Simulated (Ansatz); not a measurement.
The reference is Na in the bcc (W type) structure (space group Im-3m, No. 229; a = 4.1707 Å).

Method: PBEsol (Ansatz, a quantum-chemistry and plane-wave program; PAW; 420 eV plane waves; no spin-orbit coupling).

For the base:

| Quantity | Result |
|---|---|
| Volume per atom | 36.28 Å³ |

One thing is altered: cell and atoms relaxed at a pressure of 7 GPa.

### Question
What does the calculation give for the volume per atom after the change?

### Answer
The volume per atom shrinks by 12.282 Å³ to 23.99 Å³.

Load acts through the strain it causes; cell and atoms are relaxed under it. Whether these cells are dynamically stable was not tested. Competing high-pressure phases were not computed.
